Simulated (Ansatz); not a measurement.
ScAlMgO4 (R3m, No. 160, 7 atoms in the cell; start mp-1221961), treated with PBEsol (Ansatz, a program for electronic structure, PAW).

Numerical settings: plane-wave cutoff 520 eV, 12×12×12 k mesh, Fermi–Dirac smearing 0.01 eV, scalar-relativistic PAW data made under PBE.

Cell (relaxed with PBEsol):

AlMgScO$_{4}$ has the trigonal space group R3m, hexagonal axes (No. 160), Pearson symbol hR7. Lattice parameters: a = 3.2395 Å, b = 3.2395 Å, c = 24.8264 Å, α = 90.00°, β = 90.00°, γ = 120.00°. Mg on 3a is surrounded by 4 O at 1.950–1.980 Å and 1 O at 2.403 Å. Sc on 3a is surrounded by 6 O at 2.125–2.128 Å and 1 O at 2.878 Å. Al on 3a has 5 O at 1.853–1.870 Å (trigonal bipyramidal). O1 on 3a is coordinated by 3 Al at 1.870 Å and 1 Mg at 2.403 Å and 1 Sc at 2.878 Å (trigonal bipyramidal). O2 on 3a has 1 Al at 1.869 Å and 3 Mg at 1.950 Å (tetrahedral). O3 on 3a has 1 Mg at 1.980 Å and 3 Sc at 2.128 Å (tetrahedral). O4 on 3a has 1 Al at 1.853 Å and 3 Sc at 2.125 Å (tetrahedral). (Neighbours: up to the widest gap in distance over summed covalent radii, below 1.35, at either atom; cation-cation and far metal-metal contacts left out.)
(The calculation used a cell of 7 atoms; values per cell refer to that cell.)

Q: Give the computed band gap and smallest direct gap on the k points sampled.

A: 
- band gap: 4.26 eV (indirect)
- smallest direct gap on the k points sampled: 4.30 eV

Computed values are for the static lattice.

The result took about 100 core-seconds (a rough figure).

A start named mp-… is a Materials Project structure, which need not be a measured phase.
